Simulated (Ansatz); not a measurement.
Input:

End structure of F on the 1x1 (111) surface of fcc Ag, one in a 2x2 cell, started at the site 'hollow Ag-Ag-Ag over Ag at depth 4.7 Å':

```
CELL_PARAMETERS angstrom
      5.86677     0.00000     0.00000
     -2.93338     5.08077     0.00000
      0.00000     0.00000    26.50000
ATOMIC_POSITIONS crystal
  Ag 0.16667 0.33333 0.36572
  Ag 0.16667 0.83333 0.36572
  Ag 0.66667 0.33333 0.36572
  Ag 0.66667 0.83333 0.36572
  Ag 0.33333 0.16667 0.45551
  Ag 0.33333 0.66667 0.45551
  Ag 0.83333 0.16667 0.45551
  Ag 0.83333 0.66667 0.45551
  Ag 0.00189 0.00094 0.54439
  Ag 0.00000 0.50000 0.54636
  Ag 0.49906 0.00094 0.54439
  Ag 0.49906 0.49811 0.54439
  Ag 0.16209 0.33791 0.63467
  Ag 0.16209 0.82417 0.63467
  Ag 0.67583 0.33791 0.63467
  Ag 0.66667 0.83333 0.63133
  F  0.33333 0.16667 0.69302
```

Slab: 17 atoms, 7.1 Å thick at the start under the adsorbate (thin: gaps and levels are the slab's own); k 6x6x1, smearing 0.1 eV, dipole-corrected; single point; on the structure that PBE left under its start's symmetry; no spin, no spin-orbit, no U, no dispersion correction. At the end it is bonded to 3 Ag. In PBE it is, or lies within 0.03 eV of, the lowest of the starts that converged; the order may differ at this level.

A negative adsorption energy means that the adsorbate is more stable on the surface than in its reference.

Task: What adsorption energy against ½ F2(g) at the same level does r2SCAN, at the PBE geometry (Ansatz, a first-principles code) give?

Result: -2.81 eV

Task: Estimate the change of the work function that r2SCAN, at the PBE geometry returns for this input.

Result: 1.34 eV

Task: What is the computed work function of the top face (r2SCAN, at the PBE geometry)?

Result: 5.74 eV

Task: Estimate the change of the step from the bottom to the top vacuum level, against the clean slab that r2SCAN, at the PBE geometry returns for this input.

Result: 1.30 eV
